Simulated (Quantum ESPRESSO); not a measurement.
## Habitual settings against a tight run: TiB2Mo (Amm2, 4 atoms in the cell)

Self-consistent single point.

```
TiB2Mo
1.0
    3.13821     0.00000     0.00000
    0.00000     1.61738     4.29784
    0.00000    -1.61738     4.29784
Ti B Mo
1 2 1
Direct
  0.00000   0.14730   0.14730
  0.50000   0.55875   0.55875
  0.00000   0.43994   0.43994
  0.50000   0.85402   0.85402
```

Method of the run: PBEsol, GBRV 1.5 ultrasoft (PBESOL) pseudopotentials (plane waves; Quantum ESPRESSO).

Base settings: ecutwfc = 50 Ry; ecutrho = 400 Ry; occupations = smearing; smearing = marzari-vanderbilt; degauss = 0.0073499 Ry; potentials = {Ti: ti_pbesol_v1.4.uspp.F.UPF, B: b_pbesol_v1.4.uspp.F.UPF, Mo: mo_pbesol_v1.uspp.F.UPF}; K_POINTS = automatic 11 11 11 0 0 0; conv_thr = 1e-10 Ry; mixing_beta = 0.5.

Tight run (finer mesh or higher cutoff; not a proven limit): ecutwfc: 50 Ry → 70 Ry; ecutrho: 400 Ry → 560 Ry; conv_thr: 1e-10 Ry → 7.3e-11 Ry; K_POINTS: automatic 11 11 11 0 0 0 → automatic 15 15 15 0 0 0. It gave Fermi level (on the code's own zero) 16.22 eV; pressure -18.85 GPa; largest force (vector length) 0.234 eV/Å.

Quick runs, as changes from the base:
- A: the base itself
- B: ecutwfc: 50 Ry → 30 Ry; ecutrho: 400 Ry → 240 Ry; smearing: marzari-vanderbilt → fermi-dirac; degauss: 0.0073499 Ry → 0.019992 Ry; pseudopotentials: {Ti: ti_pbesol_v1.4.uspp.F.UPF, B: b_pbesol_v1.4.uspp.F.UPF, Mo: mo_pbesol_v1.uspp.F.UPF} → {Ti: ti_lda_v1.4.uspp.F.UPF, B: b_lda_v1.4.uspp.F.UPF, Mo: mo_lda_v1.uspp.F.UPF}; K_POINTS: automatic 11 11 11 0 0 0 → automatic 1 1 1 0 0 0 [LDA (PZ)]
- C: ecutwfc: 50 Ry → 35 Ry; ecutrho: 400 Ry → 280 Ry; smearing: marzari-vanderbilt → gaussian; degauss: 0.0073499 Ry → 0.0147 Ry; K_POINTS: automatic 11 11 11 0 0 0 → automatic 8 8 8 0 0 0
- D: ecutwfc: 50 Ry → 30 Ry; ecutrho: 400 Ry → 240 Ry; K_POINTS: automatic 11 11 11 0 0 0 → automatic 6 6 6 0 0 0
- E: ecutwfc: 50 Ry → 35 Ry; ecutrho: 400 Ry → 280 Ry; pseudopotentials: {Ti: ti_pbesol_v1.4.uspp.F.UPF, B: b_pbesol_v1.4.uspp.F.UPF, Mo: mo_pbesol_v1.uspp.F.UPF} → {Ti: ti_lda_v1.4.uspp.F.UPF, B: b_lda_v1.4.uspp.F.UPF, Mo: mo_lda_v1.uspp.F.UPF}; K_POINTS: automatic 11 11 11 0 0 0 → automatic 4 4 4 0 0 0 [LDA (PZ)]
- F: ecutwfc: 50 Ry → 25 Ry; ecutrho: 400 Ry → 200 Ry; K_POINTS: automatic 11 11 11 0 0 0 → automatic 4 4 4 0 0 0

Energies are extrapolated to zero smearing width, which holds to low order in the width alone (under cold and Methfessel-Paxton smearing the free energy itself is taken).

Dashes: energy of B, E, another energy zero; time of B, F, under 30 s.

† marks runs with another functional, U, potentials or spin treatment: their distance from the tight run is not a convergence error alone.

The count of work is k-points × plane waves × bands × iterations; it is no time. Core times come from one kind of shared machine and are given to one figure; runs under 30 s give none.

The starting cell comes from a database of computed structures (which also holds hypothetical and non-ambient phases and stackings), without a prior relaxation at this level. Its lattice was rescaled by a random factor within 2.5 % of one. Spin polarisation is off. In the base run, with a pressure of about -19 GPa the cell is away from its equilibrium volume at this level.

```csv
run,energy less tight (meV/atom),pressure less tight (GPa),largest miss in a force vector (eV/Å),count of work / tight,core time / tight (rough)
A,3.3,-0.04,0.010,0.24,0.2
B†,–,10.53,5.794,0.00057,–
C,7.8,-0.13,0.028,0.066,0.08
D,23.7,-1.93,0.028,0.026,0.03
E†,–,-4.85,0.285,0.015,0.03
F,111.6,-7.74,0.360,0.0080,–
```

Among the runs at the tight run's level, the energy misses run from 3.3 to 111.6 meV/atom.
